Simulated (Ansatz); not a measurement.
Ta₅Ge₃ (I4/mcm, No. 140; cell taken from a computed entry) was calculated with r²SCAN (Ansatz, an electronic-structure program, PAW).

Run with plane-wave cutoff 500 eV, 8×8×8 k mesh, Fermi–Dirac smearing 0.05 eV, scalar-relativistic PAW data made under PBE.

Computed at the level's own relaxed cell.

**Question.** What does this level give for the equilibrium volume per atom, lattice parameter a and c axis length?

**Answer.** 
* **equilibrium volume per atom**: 16.50 Å³/atom
* **lattice parameter a**: 6.627 Å
* **c axis length**: 12.025 Å

The run finds no gap.

Note: the relaxation could not lower the start's symmetry, so the cell can be a saddle point above a distorted one.

Spin–orbit coupling is not included.

The result took around 15 core-minutes (rough).
